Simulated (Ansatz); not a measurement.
# Evanescent states of MoS₂ (P6_3/mmc, 6 atoms a cell, 17.3 Å³ an atom, 3 GPa at this level) along the normal of (001)

Method: r2SCAN (plane waves, PAW; Ansatz, an electronic-structure program).

No gap correction and no spin-orbit coupling; mid-gap is the computed energy nearest the middle.

Energies count from the valence-band top; κ is the least over a 12×12 mesh across the current.

```tsv
E (eV)	κ (1/Å)	where
0.03	0.087	Γ
0.09	0.151	Γ
0.15	0.197	Γ
0.21	?	Γ
0.27	?	off Γ
0.33	?	off Γ
0.39	?	off Γ
0.45	?	off Γ
0.51	?	off Γ
0.57	?	off Γ
0.63	?	off Γ
0.69	?	off Γ
0.75	0.130	off Γ
0.81	0.100	off Γ
0.87	0.049	off Γ
```

Task: Some entries are withheld; supply them.

Result: 
- 0.21, κ (1/Å): 0.235
- 0.27, κ (1/Å): 0.236
- 0.33, κ (1/Å): 0.228
- 0.39, κ (1/Å): 0.220
- 0.45, κ (1/Å): 0.210
- 0.51, κ (1/Å): 0.199
- 0.57, κ (1/Å): 0.186
- 0.63, κ (1/Å): 0.170
- 0.69, κ (1/Å): 0.152
